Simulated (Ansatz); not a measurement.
**Competing hops of W-vacancy pair in rock-salt TiN, neutral cell**

Defect: W-vacancy pair (W on one host Ti site, one Ti site vacant) in rock-salt TiN, neutral cell. Calculation: PBE, PAW (plane waves to 420 eV; Ansatz, a first-principles code).

64-site cell at the relaxed PBE lattice, a 2×2×2 k-point mesh shifted by half a step, smearing 0.10 eV, spin-restricted, no finite-size correction. Energies are static. Spin-orbit coupling is left out. Forms of the defect that were not tried may lie lower.

Barriers: single points on a 4×4×4 k-point mesh shifted by half a step at the bands' geometries (they differ from the bands' own by up to 0.26 eV, and are uncertain by about as much).

```json
[
 {"Route": "the W atom itself jumps into the vacancy (W-vacancy distance between ideal sites 3.00 Å throughout)", "Start site over the lowest site run (eV)": "0.00", "Hop (Å)": "2.76", "Forward barrier (eV)": "4.39", "Backward barrier (eV)": "4.39", "Neighbours at the start": "2 N at 2.08, 2 N at 2.14, 2 N at 2.23 Å", "Neighbours at the saddle": "2 N at 1.88, N at 2.03, N at 2.04 Å", "Saddle order": "not checked, on a symmetry element", "Forward, on the band's own sampling (eV)": "4.13"}
]
```

Paths come from CI-NEB runs.  A band can be held on a symmetry element, so unchecked saddle points there may be too high.
